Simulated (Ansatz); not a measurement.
Reference: Ti$_{2}$SnC (P6_3/mmc), PBEsol, DFPT electron-phonon coupling, linearised Boltzmann equation (plane waves, PAW, scalar-relativistic; Ansatz, a program for electronic structure); geometry: relaxed with this functional, without spin-orbit coupling.

```
CELL_PARAMETERS angstrom
      3.14052     0.00000     0.00000
     -1.57026     2.71977     0.00000
      0.00000     0.00000    13.61728
ATOMIC_POSITIONS crystal
  Ti 0.33333 0.66667 0.08115
  Ti 0.66667 0.33333 0.91885
  Ti 0.66667 0.33333 0.58115
  Ti 0.33333 0.66667 0.41885
  Sn 0.33333 0.66667 0.75000
  Sn 0.66667 0.33333 0.25000
  C  0.00000 0.00000 0.00000
  C  0.00000 0.00000 0.50000
```

| Quantity | Value |
|---|---|
| resistivity at 300 K | 15.4 μΩ·cm |
| mean free path at 300 K | 10.7 nm |

Replace Sn by Ge on the same sites and relax. What happens?

Ti$_{2}$GeC (P6_3/mmc): volume per atom 14.5 to 13.0 Å³; resistivity at 300 K stays about the same (15.4 μΩ·cm to 16.5 μΩ·cm); mean free path at 300 K falls (10.7 nm to 8.7 nm).

Replace Sn by Cd on the same sites and relax. What happens?

Ti₂CdC (P6_3/mmc): volume per atom 14.5 to 14.5 Å³; resistivity at 300 K rises (15.4 μΩ·cm to 29 μΩ·cm); mean free path at 300 K falls (10.7 nm to 8.4 nm).

Replace Ti by Nb on the same sites and relax. What happens?

Nb2SnC (P6_3/mmc): volume per atom 14.5 to 15.6 Å³; resistivity at 300 K stays about the same (15.4 μΩ·cm to 16.8 μΩ·cm); mean free path at 300 K falls (10.7 nm to 7.8 nm).

Moves up to 18 % count as about the same. Metals; harmonic phonons alone scatter; means over directions. The mean free path is weighted by the current that each state carries. Halving the electron mesh moves these values by up to 12 %; q meshes are mostly untested. Spin-orbit coupling is left out.

Computed structure with no diffraction record at hand here (it may be known, metastable or hypothetical): Nb2SnC (P6_3/mmc), Ti2CdC (P6_3/mmc), Ti2GeC (P6_3/mmc), Ti2SnC (P6_3/mmc).
